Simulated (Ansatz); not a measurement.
## TiO2 under a change: Ti → Tl

Consider TiO2 in the anatase structure (space group I4_1/amd, No. 141; a = 3.7697 Å, c = 9.5555 Å).

Perturbation: full substitution Ti → Tl, then cell and atoms are relaxed.

Computed with Ansatz (a first-principles code) PBEsol, spin-orbit coupling left out, earlier PAW set. k-mesh 15×15×15 (Γ-centred); smearing 0.05 eV (Fermi–Dirac), for the changed cell.

- Volume per atom = 16.75 Å³ (base 11.32 Å³)
- Density = 7.81 g/cm³ (base 3.91 g/cm³)
- Lattice parameter a = 4.361 Å (base 3.770 Å)
- c/a ratio = 2.425 (base 2.535)
- Band gap = zero (base 2.11 eV)

Final structure:

```yaml
crystal:
  lattice:
    - [-2.18029, 2.18029, 5.28684]
    - [2.18029, -2.18029, 5.28684]
    - [2.18029, 2.18029, -5.28684]
  atoms:
    - { symbol: Tl, position: [0.50000, 0.50000, 0.00000] }
    - { symbol: Tl, position: [0.25000, 0.75000, 0.50000] }
    - { symbol: O, position: [0.30262, 0.30262, 0.00000] }
    - { symbol: O, position: [0.05262, 0.55262, 0.50000] }
    - { symbol: O, position: [0.44738, 0.94738, 0.50000] }
    - { symbol: O, position: [0.69738, 0.69738, 0.00000] }
```

No phonon test of stability was made. As relaxed here, TlO2 is a hypothetical phase, not in the database extracts checked. All final runs are without spin polarisation.
